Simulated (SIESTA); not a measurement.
Band structure of HfRu₃ (P6_3/mmc, 8 atoms in the cell).

```yaml
crystal:
  lattice:
    - [5.66451, 0.00000, 0.00000]
    - [-2.83225, 4.90561, 0.00000]
    - [0.00000, 0.00000, 4.45928]
  atoms:
    - { symbol: Hf, position: [0.66667, 0.33333, 0.25000] }
    - { symbol: Hf, position: [0.33333, 0.66667, 0.75000] }
    - { symbol: Ru, position: [0.32920, 0.16460, 0.75000] }
    - { symbol: Ru, position: [0.67080, 0.83540, 0.25000] }
    - { symbol: Ru, position: [0.16460, 0.32920, 0.25000] }
    - { symbol: Ru, position: [0.83540, 0.67080, 0.75000] }
    - { symbol: Ru, position: [0.83540, 0.16460, 0.75000] }
    - { symbol: Ru, position: [0.16460, 0.83540, 0.25000] }
```

Computed with GGA PBEsol, numerical atomic orbitals TZP, PseudoDojo PBEsol standard norm-conserving potentials (rewritten from UPF to PSML) (SIESTA).

Settings: XC.functional = GGA; XC.authors = PBEsol; potentials = PseudoDojo PBEsol standard; PAO.BasisSize = TZP; PAO.EnergyShift = 0.005 Ry; MeshCutoff = 350 Ry; kgrid.MonkhorstPack = 4 4 5; OccupationFunction = MP; OccupationMPOrder = 0; ElectronicTemperature = 100 meV; MaxSCFIterations = 150; SCF.Mixer.Method = Pulay; SCF.Mixer.Weight = 0.2; SCF.Mixer.History = 8.

The starting cell comes from a database of computed structures (which also holds hypothetical and non-ambient phases and stackings), without a prior relaxation at this level. Spin-orbit coupling is off. Spin polarisation is off. Values carry the incompleteness of an atom-centred basis.

Levels in eV from the Fermi level, bands 58 to 63:
```
point     58     59     60     61     62    63
-----  -----  -----  -----  -----  -----  ----
Γ      -0.57  -0.34  -0.34  -0.11   0.80  1.46
M      -0.66  -0.60  -0.41  -0.11  -0.02  0.26
K      -0.65  -0.35  -0.04   0.00   0.00  0.45
A       0.01   0.83   0.83   0.83   0.83  1.66
L      -0.82  -0.80  -0.80   0.05   0.05  0.46
H      -0.72  -0.23  -0.23  -0.08  -0.08  0.31
```

Bands cross the Fermi level along this path, so the cell is metallic at this level.

Higher empty bands are left out: an atom-centred basis made for the valence describes them poorly.
